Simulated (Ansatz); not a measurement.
Ansatz (an electronic-structure program), DFT, HSE06, plane waves, its default PAW files: diamond-structure Si, atoms displaced (Si64), 64 atoms. Basis and mesh were picked for this test and aren't claimed converged.

- cell: 10.86, 10.86, 10.86 Å; 90, 90, 90°
- distance to the nearest atom: 2.25 to 2.37 Å
- task: single point
- k mesh: 1×1×1
- hamiltonian.xc: hse06
- kind of files: paw
- scf.occupations.method: fixed
- output.forces: true
- memory maximum (--max-ram): 200GiB
- accuracy: medium (default)
- basis.precision: auto (default)
- basis.xc_grid: 2 (default)
- scf.eigensolver.kind: auto (default)
- scf.mixing.algorithm: auto (default)
- scf.mixing.preconditioner: auto (default)
- scf.convergence.dr2_threshold: 1e-07 (default)
- scf.lower_state_search: light (default)
- k-points after symmetry: 1
- bands at the start: 192
- electrons: 256
- plane waves at Γ: 25173
- cutoff (eV): 420
- FFT grid: 75×75×75
- symmetry operations: 1

It runs on a single node (Arm Neoverse V2, 96 cores on 1 socket, no SMT, 1 L3 cache group).

Each time is the median wall time of two to five repeats, run one at a time on the otherwise empty machine; start-up is included. Processes are pinned to neighbouring cores unless said otherwise. Build: release build for Arm (Neoverse V2), one process with threads. Other compilers and libraries give other times. Scratch files lie in a memory file system.

Started as
```bash
OMP_NUM_THREADS=88 ANSATZ_TIMINGS=1 ansatz run --backend cpu --threads 88 --max-ram 200GiB --events-out run.ndjson --runs-dir run.runs --progress --plain run.yaml
```
(88 threads, scf.eigensolver.gamma_real = not set) it takes 8.4 s and 19 SCF iterations (all cycles of the run, searches included).

Predict the time once the run is changed to scf.eigensolver.gamma_real = false.

About 17 s (2 runs within 1 %): 2.0× as long. The largest move is in band solves (diag): 4.5 s to 10 s. The band solves carry the change: the iterations make 14418 against 14555 applications of H to a band, at 0.31 against 0.69 ms of diag time each (storage of orbitals gamma_real to complex). Applications of H to a band go from 15729 to 16021. Change in the result: energy under 0.001 meV/atom, forces (largest component) 0.014 meV/Å.

Keys are those of Ansatz 0.2.
